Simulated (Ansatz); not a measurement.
Abridged Ansatz (an electronic-structure program) output:

```
Pseudopotential: Nb, paw, valence charge 13
Pseudopotential: Sb, paw, valence charge 15
Crystal: 9 atoms, lattice volume = 194.487 Å³
Basis set: ecut = 500 eV, 4973 PW (Γ), exchange–correlation on 160×160×240 points (64 copies of the dense FFT grid, shifted against one another)
Bands: 74, of which v1, the nominal top of the filled ones, is band 65 counted from 1 (64 counted from 0)
Symmetry: 12 space group operations
k-points: 56 of 600 (time reversal used)
Functional: x = r2scan, c = r2scan; τ floored in thin density (d = 2e-4 eV/Å³)
SCF iter   1: F=—  HF=-52685.285146 eV  |F-HF|=—  |Δ(HF+E_count)|=         —  Δρ=3.03e-2  dr2=2.25e0  dr2_τ=3.87e-2  ethr=1.74e-3  ⟨swp⟩=1.0  Hψ=20301  notcnv=0
SCF iter   2: F=—  HF=-52685.174600 eV  |F-HF|=—  |Δ(HF+E_count)|=   1.11e-1  Δρ=2.01e-2  dr2=9.76e-1  dr2_τ=1.81e-2  ethr=1.74e-3  ⟨swp⟩=3.1  Hψ=8013  notcnv=0
SCF 1 converged in 11 iterations: F = -52685.208209 eV  dr2 = 1.15e-10
SCF converged after 11 iterations
Free energy (F): -52685.208209 eV
Internal energy: -52685.165730 eV  (E = F + TS)
E sigma→0 (E₀):  -52685.186970 eV
Entropy (-TS):   -0.042479 eV (-4.720 meV/atom)
Fermi energy:    15.693916 eV
--- Forces (eV/Å), atoms counted from 1 ---
  atom   1  Nb     0.00000000     0.00000000     0.00000000
  atom   2  Nb     0.00000000     0.00000000     0.00000000
  atom   3  Nb     0.00000000     0.00000000    -0.00000000
  atom   4  Sb     0.00000000    -0.00012492     0.00000000
  atom   5  Sb     0.00010818    -0.00006246     0.00000000
  atom   6  Sb     0.00010818     0.00006246    -0.00000000
  atom   7  Sb     0.00000000     0.00012492     0.00000000
  atom   8  Sb    -0.00010818     0.00006246     0.00000000
  atom   9  Sb    -0.00010818    -0.00006246    -0.00000000
--- Stress (GPa, compression-positive) ---
       -0.002227      -0.000000       0.000000
       -0.000000      -0.002227      -0.000000
       -0.000000      -0.000000      -0.003130
  P = ⅓ Tr σ = -0.0025 GPa (-0.025 kbar)
```

What was computed, and what are the main results?

NbSb2, 9 atoms in the cell, with plane-wave PAW DFT at the r2SCAN level (Ansatz, 500 eV), no spin-orbit coupling, earlier PAW set. The last SCF converged to F = -52685.208209 eV, or -5853.9120 eV per atom, at a pressure of 0.00 GPa. The total energy compares only with runs of the same code, potentials and settings.

No phonon test of stability was made. All final runs are without spin polarisation. An odd electron count without spin: NbSb2. The cell was made from NbSi2 by this change: Si → Sb; the result is a hypothetical phase, not in the database extracts checked. NbSb2 has a high density of states at the Fermi level and may be magnetic at this level.
